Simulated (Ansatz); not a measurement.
Results of r²SCAN (Ansatz, a quantum-chemistry and plane-wave program, plane waves, PAW) for Rb (model structure, started from the diamond type, Fd-3m, No. 227, 2 atoms in the cell).

Input:

Ansatz 0.2 input:
```yaml
crystal:
  lattice:
    - [0.0, 5.2349359915, 5.2349359915]
    - [5.2349359915, 0.0, 5.2349359915]
    - [5.2349359915, 5.2349359915, 0.0]
  atoms:
    - { symbol: Rb, position: [0.75, 0.75, 0.75] }
    - { symbol: Rb, position: [0.5, 0.5, 0.5] }
basis:
  ecutwfc: 560
  ecutrho_ratio: 4
  xc_grid: 3
kpoints:
  mp_grid: { grid: [12, 12, 12] }
hamiltonian:
  xc: r2scan
  dispersion: none
  pseudopotentials: { kind: paw }
scf:
  occupations: { method: fermi_dirac, width: 0.05 }
output:
  forces: true
  stress: true
  eigenvalues: true
relax:
  f_tol: 0.004
  escape_saddle: false
  max_steps: 80
```

Excerpt of the program's output:

```
WARN output.stress: scf.convergence.dr2_threshold = 1e-7 eV (the SCF's general default) is looser than the 2e-10 eV advised for a printed stress (1e-10 eV for …
Relaxation: its limit of steps is 80 (relax.max_steps)
Crystal: 2 atoms, lattice volume = 286.922 Å³
Basis set: ecut = 560 eV, 8657 PW (Γ), exchange–correlation on 180×180×180 points (27 copies of the dense FFT grid, shifted against one another)
Bands: 13, of which v1, the nominal top of the filled ones, is band 9 counted from 1 (8 counted from 0)
Symmetry: 48 space group operations
Space group: Fd-3m (ITA 227), of the structure as read, at distance tolerance 6.6e-5 Å
k-points: 72 of 1728
Functional: x = r2scan, c = r2scan; τ floored in thin density (d = 2e-4 eV/Å³)
SCF iter   1: F=—  HF=-6555.375801 eV  |F-HF|=—  |Δ(HF+E_count)|=         —  Δρ=1.85e-3  dr2=1.12e-2  dr2_τ=1.41e-3
SCF iter   2: F=—  HF=-6555.383868 eV  |F-HF|=—  |Δ(HF+E_count)|=   8.07e-3  Δρ=1.25e-3  dr2=5.93e-3  dr2_τ=1.53e-4
  ...
SCF 1 converged in 8 iterations: F = -6555.388777 eV  dr2 = 1.11e-8
relax step   1: F+E_penalty+E_count = -6555.38877683 eV  Δ(F+E_penalty+E_count) = +0.000e0 eV  max|allowed force component| = 1.156e-17 eV/Å  Δτ_max = 0.0000 Å  (8 SCF iters, accepted)
Crystal: 2 atoms, lattice volume = 286.922 Å³
Initial density: handed on by an earlier stage of this run
SCF iter   1: F=—  HF=-6555.388777 eV  |F-HF|=—  |Δ(HF+E_count)|=         —  Δρ=1.84e-6  dr2=1.11e-8  dr2_τ=3.74e-10
SCF iter   2: F=-6555.388777 eV  HF=-6555.388777 eV  |F-HF|=3.35e-8  |Δ(HF+E_count)|=   4.73e-8  Δρ=1.21e-6  dr2=8.30e-9  dr2_τ=1.77e-10
SCF 2 converged in 2 iterations: F = -6555.388777 eV  dr2 = 8.30e-9
SCF converged after 2 iterations
Free energy (F): -6555.388777 eV
Internal energy: -6555.375460 eV  (E = F + TS)
E sigma→0 (E₀):  -6555.382118 eV
Fermi energy:    0.562666 eV
--- Forces (eV/Å), atoms counted from 1 ---
  atom   1  Rb    -0.00000000     0.00000000    -0.00000000
  atom   2  Rb     0.00000000     0.00000000     0.00000000
--- Stress (GPa, compression-positive) ---
       -0.007617      -0.000000       0.000000
       -0.000000      -0.007617       0.000000
        0.000000       0.000000      -0.007617
  P = ⅓ Tr σ = -0.0076 GPa (-0.076 kbar)
```

The PAW data were made under PBE.

Note: the relaxation could raise the start's symmetry but not lower it, so the cell can be a saddle point.

A model structure was made by putting elements into a prototype or built by hand; it is no filed structure, need not be a known phase, and can be a saddle point held by its symmetry.
